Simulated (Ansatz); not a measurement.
Consider BAs in the zinc blende structure (space group F-43m, No. 216).

BAs is taken in the cubic space group F-43m (No. 216), the zinc blende structure, Pearson symbol cF8. Cell: a = b = c = 4.809 Å, α = β = γ = 90.00°. B on 4a sees 4 As at 2.082 Å (tetrahedral). As on 4d sees 4 B at 2.082 Å (tetrahedral). (Neighbours: up to the widest gap in distance over summed covalent radii, below 1.35, at either atom.)
(The calculation used a cell of 2 atoms; values per cell refer to that cell.)

Method: PBE (Ansatz, a quantum-chemistry and plane-wave program, PAW, scalar-relativistic without spin-orbit coupling).

Base values:

- Valley order: a point along ⟨100⟩, about 1.1 Å⁻¹ from Γ 1.21 eV; L along ⟨111⟩ 2.57 eV
- Hole mass: 0.21, 0.24, 0.24 mₑ (at Γ)
- Smallest direct gap: 3.26 eV

Perturbation: an isotropic linear strain of +2.00 %; the atoms relax in the strained cell.

Predict the new energy relative to the base.

The energy rises by 19 meV/atom.

Predict the new valley order.

The valley order (the lowest conduction-band minima on the path, energy above the VBM, named in the base's zone) changes from a point along ⟨100⟩, about 1.1 Å⁻¹ from Γ 1.21 eV; L along ⟨111⟩ 2.57 eV to a point along ⟨100⟩, about 1.0 Å⁻¹ from Γ 1.26 eV; L along ⟨111⟩ 2.24 eV.

What does the calculation give for the hole mass after the change?

The hole mass (degenerate bands, along [100]) changes from 0.21, 0.24, 0.24 mₑ (at Γ) to 0.19, 0.25, 0.25 mₑ (at Γ).

Estimate the effect on the smallest direct gap.

The smallest direct gap shrinks by 0.07 eV, from 3.26 eV to 3.19 eV.

Effective masses come from finite differences of ±0.01 Å⁻¹. Whether these cells are dynamically stable was not tested.
